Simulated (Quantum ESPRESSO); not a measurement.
Quantum ESPRESSO 7.5, DFT, PBE, plane waves, SSSP 1.1.2 efficiency PBE: Pt(111) slab of 5 layers, 1x1 (Pt5), unrelaxed, 5 atoms. Basis and mesh were picked for this test and aren't claimed converged.

```fortran
&CONTROL
  calculation = 'scf'
  pseudo_dir = './pseudo'
  outdir = './out'
  tprnfor = .true.
  tstress = .false.
/
&SYSTEM
  ibrav = 0
  nat = 5
  ntyp = 1
  ecutwfc = 45
  ecutrho = 360
  occupations = 'smearing'
  smearing = 'mv'
  degauss = 0.02
/
&ELECTRONS
  conv_thr = 5e-09
/
ATOMIC_SPECIES
Pt 195.0840 pt_pbe_v1.4.uspp.F.UPF
CELL_PARAMETERS angstrom
  2.774687000000   0.000000000000   0.000000000000
  1.387344000000   2.402949000000   0.000000000000
  0.000000000000   0.000000000000  23.062090000000
ATOMIC_POSITIONS crystal
Pt   0.666667000000   0.666667000000   0.303528000000
Pt   0.000000000000   0.000000000000   0.401764000000
Pt   0.333333000000   0.333333000000   0.500000000000
Pt   0.666667000000   0.666667000000   0.598236000000
Pt   0.000000000000   0.000000000000   0.696472000000
K_POINTS automatic
7 7 1 0 0 0
```

```bash
OMP_NUM_THREADS=1 mpirun -np 96 pw.x -nk 2 -in pw.in
```

The program reports k-points computed: 8, bands: 48, electrons: 80, G-vectors of the density: 119579, FFT grid: 36×36×270, symmetry operations: 12.

Machine: one whole node, Intel Xeon 6 (Granite Rapids), 96 cores on 1 socket, 2 hardware threads a core, 3 L3 cache groups, 3 NUMA nodes.

On 96 ranks this takes 3.2 s. Wall times, medians of two to five repeats, each run alone on the node (launch to exit). Processes are pinned to neighbouring cores unless said otherwise. The build: conda-forge: Open MPI 5.0, OpenMP, OpenBLAS 0.3.34 (pthreads), FFTW, ScaLAPACK, ELPA; another build can shift the numbers. Scratch files lie in a memory file system.

**Question.** Make this run faster without changing its result beyond 1.0 meV/atom in energy, 10 meV/Å in forces (largest component). Keep to 96 cores.

**Answer.** One answer among several that fit: going from -nk 2 to -nk 8, the fastest of the measured ones that keep the result.

```diff
-OMP_NUM_THREADS=1 mpirun -np 96 pw.x -nk 2 -in pw.in
+OMP_NUM_THREADS=1 mpirun -np 96 pw.x -nk 8 -in pw.in
```

Time: 3.2 s to 2.3 s (1.4× as fast). The largest move is in FFTs of H·ψ (vloc_psi): 0.70 s to 0.22 s. SCF iterations go from 17 to 16. These two results differ by: energy equal as printed, forces (largest component) 0.16 meV/Å. Others tried: -nk 4 (2.5 s); -nk 6 (2.8 s); -nk 12 (2.9 s); -nk 3 (3.1 s); -nk 16 (3.2 s). Repeats scatter by up to 5 %. Launch, exit and the like take 0.82 s of the 2.3 s. 1 further setting of this study gave no repeated timing (cut by our limit, run once, or disturbed).
